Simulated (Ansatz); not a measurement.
The parent structure is Ag in the fcc (Cu type) structure (space group Fm-3m, No. 225; a = 4.0009 Å; relaxed with 0.1 eV smearing).

The values are results of Kohn–Sham DFT with the LDA functional, run in Ansatz (a quantum-chemistry and plane-wave program) with PAW and 420 eV plane waves, no spin-orbit coupling, not measurements.

For the base:

The pressure is 0.0 GPa.

It is then changed as follows: every lattice vector is shortened by 1.50 %, atoms relaxed at fixed cell.

Task: Predict the new energy relative to the base and pressure.

Result: The energy rises by 15 meV/atom; the pressure goes from zero to 7.2 GPa.

The cells carry an imposed strain or load. No phonon test of stability was made.
